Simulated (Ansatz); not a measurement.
**Effect of pressure −1 GPa on Mo**

The reference is Mo in the bcc (W type) structure (space group Im-3m, No. 229; a = 3.151 Å).

One thing is altered: a negative pressure, −1 GPa.

The values are results of Ansatz (an electronic-structure program), r2SCAN, PAW, cutoff 500 eV, without spin-orbit coupling, earlier PAW set, not measurements. Settings: 21×21×21 k-points, 0.05 eV Fermi–Dirac smearing.

The volume per atom grows by 0.06 Å³, from 15.64 Å³ to 15.70 Å³ and the density falls by 0.04 g/cm³, from 10.19 g/cm³ to 10.15 g/cm³. The shortest interatomic distance goes up by 0.003 Å (2.729 Å → 2.732 Å) and the enthalpy H = E + PV relative to the base's energy comes out as -0.10 eV/atom. The band gap remains zero.

Cost of the whole job for the changed cell (relaxation, final SCF and bands): about 15 core-seconds (a rough figure).

Load acts through the strain it causes; cell and atoms are relaxed under it. Whether these cells are dynamically stable was not tested. All final runs are without spin polarisation.
